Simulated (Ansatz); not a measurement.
An Ansatz (an electronic-structure program) input (plane-wave PAW DFT at the PBEsol level (Ansatz, 420 eV), scalar-relativistic without spin-orbit coupling):

Ansatz 0.2 input:
```yaml
crystal:
  lattice:
    - [0, 3.3229599064, 3.3229599064]
    - [3.3229599064, 0, 3.3229599064]
    - [3.3229599064, 3.3229599064, 0]
  atoms:
    - { symbol: Mg, position: [0.25, 0.25, 0.25] }
    - { symbol: Mg, position: [0.75, 0.75, 0.75] }
    - { symbol: Sn, position: [0, 0, 0] }
basis: { ecutwfc: 420, ecutrho_ratio: 4, xc_grid: 2, fft_grid_basis: typed }
kpoints: { mp_grid: { grid: [15, 15, 15] } }
hamiltonian:
  xc: pbesol
  dispersion: none
  pseudopotentials: { kind: paw }
scf: { occupations: { method: fermi_dirac, width: 0.1 }, convergence: { dr2_threshold: 0.0000000003 } }
relax: { f_tol: 0.005, max_steps: 50 }
output: { forces: true, stress: true }
checkpoint: { write: state.ck, write_every: 1000 }
```

Problem. Which symmetry and how many k-points will the program report, and about how many plane waves at Γ?

Solution. Space group Fm-3m (ITA 225) with 48 operations, k-points 120 of 3375, and 1459 plane waves at Γ.

Problem. And the final pressure?

Solution. 2.16 GPa (compression positive).

The cells carry an imposed strain or load. Whether these cells are dynamically stable was not tested. The cell was made from Mg2Sn (space group Fm-3m, No. 225) by this change: isotropic strain −1.50 %.
